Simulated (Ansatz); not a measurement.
Worked example: zone-centre phonon calculation of NbH₂ (Fm-3m, 3 atoms in the cell) in Ansatz (a program for electronic structure).

Method: LDA (PW92), default PAW files made with PBE (plane waves; Ansatz).

```yaml
crystal:
  lattice:
    - [0.00000, 2.29598, 2.29598]
    - [2.29598, 0.00000, 2.29598]
    - [2.29598, 2.29598, 0.00000]
  atoms:
    - { symbol: Nb, position: [0.00000, 0.00000, 0.00000] }
    - { symbol: H, position: [0.25000, 0.25000, 0.25000] }
    - { symbol: H, position: [0.75000, 0.75000, 0.75000] }
```

Reference input (self-consistent single point, DFT, LDA (PW92), plane waves, default PAW files made with PBE): basis.ecutwfc = 420 eV; kpoints.mp_grid.grid = 12 12 12; hamiltonian.xc = lda; hamiltonian.pseudopotentials = {kind: paw} (the program's default PAW files); scf.occupations.method = gaussian; scf.occupations.width = 0.1 eV. This run's input differs from it in these lines:

```diff
@@ -18,6 +18,5 @@
   occupations: { method: gaussian, width: 0.1 }
-output:
-  forces: true
-  eigenvalues: true
-  stress: true
+  convergence: { dr2_threshold: 1.0e-11 eV }
+phonons:
+  method: dfpt
```

Output (repeated stretches shortened):

```
SCF iter   1: F=—  HF=-4474.821935 eV  |F-HF|=—  |Δ(HF+E_count)|=         —  Δρ=1.07e-2  dr2=1.74e-2  ethr=1.77e-3  ⟨swp⟩=5.0  Hψ=10804  notcnv=0
all-band conjugate gradients solve this SCF's bands
preconditioner: auto → none
SCF iter   2: F=—  HF=-4474.817247 eV  |F-HF|=—  |Δ(HF+E_count)|=   4.69e-3  Δρ=5.58e-3  dr2=4.70e-3  ethr=1.16e-4  ⟨swp⟩=1.0  Hψ=3260  notcnv=0
   [... lines left out ...]
SCF iter   5: F=—  HF=-4474.815596 eV  |F-HF|=—  |Δ(HF+E_count)|=   6.67e-8  Δρ=2.91e-5  dr2=7.19e-8  ethr=2.19e-8  ⟨swp⟩=2.1  Hψ=2869  notcnv=0
SCF iter   6: F=—  HF=-4474.815596 eV  |F-HF|=—  |Δ(HF+E_count)|=   3.40e-8  Δρ=7.86e-6  dr2=4.20e-9  ethr=4.79e-10  ⟨swp⟩=2.2  Hψ=2862  notcnv=0
SCF iter   7: F=—  HF=-4474.815596 eV  |F-HF|=—  |Δ(HF+E_count)|=  1.27e-11  Δρ=5.69e-7  dr2=1.68e-11  ethr=2.80e-11  ⟨swp⟩=2.6  Hψ=2971  notcnv=0
SCF iter   8: F=-4474.815596 eV  HF=-4474.815596 eV  |F-HF|=0.00e0  |Δ(HF+E_count)|=  5.46e-12  Δρ=3.20e-8  dr2=5.84e-14  ethr=1.00e-12  ⟨swp⟩=6.0  Hψ=7367  notcnv=0
SCF 1 converged in 8 iterations: F = -4474.815596 eV  dr2 = 5.84e-14
DFPT response loops at Γ: preconditioner auto → Kerker (q_TF=auto, 2.519 Å⁻¹) (partly filled bands, converged f_vac=0.000) …
Free energy (F): -4474.815596 eV
Internal energy: -4474.809423 eV  (E = F + TS)
E sigma→0 (E₀):  -4474.812510 eV
Entropy (-TS):   -0.006173 eV (-2.058 meV/atom)
Fermi energy:    14.566996 eV
--- Phonons (Γ-DFPT): 2 representative perturbations + reference, on 163 of 1728 k-points (Σ response iterations 9) ---
  k mesh reduced under 8 symmetry operations, with k and −k counted as one. Each operation leaves every solved displacement unchanged or reverses it
  ASR residual: 1.297e-5 → 0.000e0 eV/Å²; symmetrization residual: 5.687e-7 eV/Å²
  ASR residual per site (eV/Å²): 9.87e-6 1.30e-5 1.30e-5
  Γ frequencies (cm⁻¹): 0.00 0.00 0.00 1029.81 1029.81 1029.81 1211.20 1211.20 1211.20
  non-analytic LO–TO correction: not included (Born effective charges unavailable; polar crystals: no LO–TO splitting at Γ)
```

The run converged in 8 iterations. 

Summary of the result:
- Free energy E − TS (on the zero of these files): -4474.8156 eV
- Fermi level (on the code's own zero): 14.57 eV
- Zone-centre frequencies (cm⁻¹; negative means imaginary): 0, 0, 0, 1030, 1030, 1030, 1211, 1211, 1211

The starting cell comes from a database of computed structures (which also holds hypothetical and non-ambient phases and stackings), without a prior relaxation at this level. Its lattice was rescaled by up to half a per cent. Spin polarisation is off.

Keys are those of Ansatz 0.2.
